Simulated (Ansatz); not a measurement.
We consider CsCl-type TiCo, described by PBEsol (PAW; Ansatz, a first-principles code).

Numerical settings: plane-wave cutoff 520 eV, 18×18×18 k mesh, Fermi–Dirac smearing 0.05 eV, no spin polarisation, scalar-relativistic PAW data made under PBE.

Cell (relaxed at this level):

Space group Pm-3m (No. 221); a = 2.9330 Å, b = 2.9330 Å, c = 2.9330 Å, α = 90.00°, β = 90.00°, γ = 90.00°

```json
[
 {"atom": "Ti", "site": "1a", "symmetry": "m-3m", "x": "0.0000", "y": "0.0000", "z": "0.0000"},
 {"atom": "Co", "site": "1b", "symmetry": "m-3m", "x": "0.5000", "y": "0.5000", "z": "0.5000"}
]
```

### Question
Estimate the bulk modulus and pressure derivative B′ of the bulk modulus that the calculation returns.

### Answer

- bulk modulus = 196 GPa
- pressure derivative B′ of the bulk modulus = 4.1

The run finds no gap.

Measured, for comparison: bulk modulus 154 GPa (room temperature, not corrected to a static lattice; as tabulated in Yamada et al. (2019), arXiv:1910.09660). Computed (rounded) less measured: bulk modulus +27 %.

Static lattice: no zero-point or thermal effects.

The result took around 60 core-seconds (rough).
